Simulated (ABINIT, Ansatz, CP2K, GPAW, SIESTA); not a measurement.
## Te (P3_121, 3 atoms in the cell) computed with different codes at matched settings

Band-structure calculation.

```
Te
1.0
    2.25721    -3.90959     0.00000
    2.25721     3.90959     0.00000
    0.00000     0.00000     6.00235
Te
3
Cartesian
  0.59365   1.02822   4.00156
  3.32712   0.00000   0.00000
  0.59365  -1.02822   2.00078
```

Shared settings, as Ansatz (a first-principles code) writes them: kpoints.mp_grid.grid = 5 5 3; scf.occupations.method = fermi_dirac; scf.occupations.width = 0.05 eV. Potentials and cutoffs stand in the table.

```tsv
code	model	gap along the path (eV)	smallest direct gap (eV)	cutoff
ABINIT	PBE, PAW (JTH v2.0 PBE PAW)	0.18	0.18	40 Ry
CP2K	PBE, GPW, DZVP-MOLOPT-SR-GTH basis, GTH-PBE potentials (GTH_POTENTIALS)	0.16	0.17	grid 400 Ry
SIESTA	GGA PBE, numerical atomic orbitals DZP, PseudoDojo PBE standard norm-conserving potentials (rewritten from UPF to PSML)	0.09	0.10	grid 300 Ry
Ansatz	PBE, default PAW files	0.18	0.19	default
GPAW	PBE, GPAW PAW datasets PBE (gpaw-data 1.0.1)	0.17	0.17	600 eV
```

On Ansatz's run: spin-orbit coupling is off.

The spread over the programs that give each value: gap along the path within 0.09 eV; smallest direct gap within 0.09 eV.

CP2K and SIESTA use small atom-centred bases, whose incompleteness enters pressures, forces and empty levels differently from a plane-wave cutoff.

The starting cell has typed, rounded lattice constants, without a prior relaxation at this level. Its lattice was rescaled by a random factor within 2.5 % of one.

Left out of this page: Quantum ESPRESSO (not drawn, or without a comparable value).

Keys are those of Ansatz 0.2.
